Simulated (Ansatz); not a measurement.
Bond-angle distributions (per cent of the angles at each element, bins of 10°) of a relaxed model of amorphous Al$_{45}$O$_{72}$H$_{9}$ at 3.27 g/cm³. These are PBE, scalar-relativistic without spin-orbit coupling (plane waves to 420 eV, PAW; Ansatz, a first-principles code) values and carry that method's errors.

A CHGNet melt-quench gave the starting glass, which DFT then relaxed. O atoms were pushed apart under 1.9 Å during the dynamics, to hinder bonds among them. The hot cell started wider than the set density and was brought back towards it in steps. It is the lowest in DFT energy of 2 quenches. It is a model cell: composition and starting density were chosen by hand, and all elements were melted together. No dispersion term was used. Its density started from a set value of 3.27 and ended at 3.27 g/cm³. Cooling (nominally 190 K/ps over its main leg) ran many orders faster than in experiment, which tends to leave more defects and strain. Values belong to this one cell and scatter from quench to quench. The volume was held where the preparation left it and the shape relaxed, at a PBE pressure of 2.8 GPa. Stress components on the final sampling reach 2.8 GPa.

Bonds are counted up to Al-Al 2.66 Å, Al-O 2.36 Å, Al-H 1.82 Å, O-O 1.58 Å, O-H 1.22 Å, H-H 0.90 Å. Two cations that share two anions don't count as bonded, nor two that share one unless they lie closer than Al-Al 2.59 Å.

```csv
angle (°),at Al,at O
50-60,0,0
60-70,0,0
70-80,7,0
80-90,23,6
90-100,24,24
100-110,16,14
110-120,8,21
120-130,5,23
130-140,4,6
140-150,1,4
150-160,3,2
160-170,5,1
170-180,4,0
```

They go with these counts of neighbours within the cut-offs, cation contacts included: Al mean 4.9, most often 5; O mean 3.2, most often 3.
